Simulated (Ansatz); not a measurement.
For PtSn2 (model structure, started from the C15 type, Fd-3m, No. 227, 6 atoms in the cell), LDA (Ansatz, a program for electronic structure, plane waves, PAW) gives:

| Item | Value |
|---|---|
| lattice constant a | 8.126 Å |
| bulk modulus | 84.6 GPa |
| cohesive energy | 4.30 eV/atom |

Question: What does r²SCAN in Ansatz (PAW) give for the same quantities?

Answer: 
- lattice constant a: 8.282 Å (rises by 1.9 %)
- bulk modulus: 71.8 GPa (shrinks by 15 %)
- cohesive energy: 3.28 eV/atom (shrinks by 1.02 eV/atom)

Changes are worked out from the printed values.

Unless a cell is named, each level is at its own relaxed cell (LDA 22.36, r²SCAN 23.67 Å³/atom).

Levels without +SOC leave out spin–orbit coupling, which shifts energies and cells of such heavy elements.

The crystal itself was run without spin with LDA, r²SCAN; a magnetic state was not tried in these runs.

Caveats: the bulk modulus is −V dP/dV from two relaxed cells at ±2 % in volume (LDA, r²SCAN). Ansatz's density-functional and Hartree–Fock values are scalar-relativistic unless marked +SOC, with PAW data made under PBE.

A model structure was made by putting elements into a prototype or built by hand; it is no filed structure, need not be a known phase, and can be a saddle point held by its symmetry.
